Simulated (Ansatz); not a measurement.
Worked example: self-consistent single point of BP (F-43m, 2 atoms in the cell) in Ansatz (a quantum-chemistry and plane-wave program).

Level of theory: HSE06 (plane waves, PAW; Ansatz).

```xyz
2
Lattice="0.0000 2.2275 2.2275 2.2275 0.0000 2.2275 2.2275 2.2275 0.0000" Properties=species:S:1:pos:R:3 pbc="T T T"
B      0.0000     0.0000     0.0000
P      1.1138     1.1138     1.1138
```

Reference input (self-consistent single point, DFT, HSE06, plane waves, default PAW files): basis.ecutwfc = 420 eV; kpoints.mp_grid.grid = 7 7 7; hamiltonian.xc = hse06; hamiltonian.pseudopotentials = {kind: paw}, with the files named one by one; scf.occupations.method = fixed. This run's input differs from it in these lines:

```diff
@@ -24,2 +24,3 @@
     method: fixed
+  algorithm: direct_min
 output:
```

Output (repeated stretches shortened):

```
Error: scf.algorithm: direct_min / scf.convergence.dm_fallback with hamiltonian.xc: <hybrid> without scf.eigensolver.kind.support_functions — direct minimisation on plane waves has no term of exact exchange; use an LDA or a GGA, or take scf.algorithm: direct_min and scf.convergence.dm_fallback out of the deck
```

The program stopped before any SCF iteration. 

The starting cell comes from a database of computed structures (which also holds hypothetical and non-ambient phases and stackings), without a prior relaxation at this level. Its lattice was rescaled by a random factor within 2.5 % of one.

Keys are those of Ansatz 0.2.
